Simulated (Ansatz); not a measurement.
Start from Fe2B (space group I4/mcm, No. 140; a = 4.983 Å, c = 4.156 Å; ferromagnetic). Axes: x, y, z lie along a, b, c of the conventional cell.

Computed with DFT with PBEsol, PAW potentials and a 420 eV plane-wave cutoff in Ansatz (an electronic-structure program), no spin-orbit coupling.

Base values:

The shortest interatomic distance is 2.078 Å.

Perturbation: uniaxial stress, 8 GPa compression along z, with the cell and atoms free to relax against it.

What happens to the energy relative to the base?

The energy rises by 4.4 meV/atom.

Estimate the effect on the shortest interatomic distance.

The shortest interatomic distance decreases by 0.043 Å (2.078 Å → 2.035 Å).

Other magnetic orders, which the real material may have, were not ruled out. Without a gap, meshes like the base's 15×15×15 leave anisotropic stresses uncertain by several tenths of a GPa, and small strain energies with them. Load acts through the strain it causes; cell and atoms are relaxed under it. Beyond what the load breaks, stability against distortions was not tested.
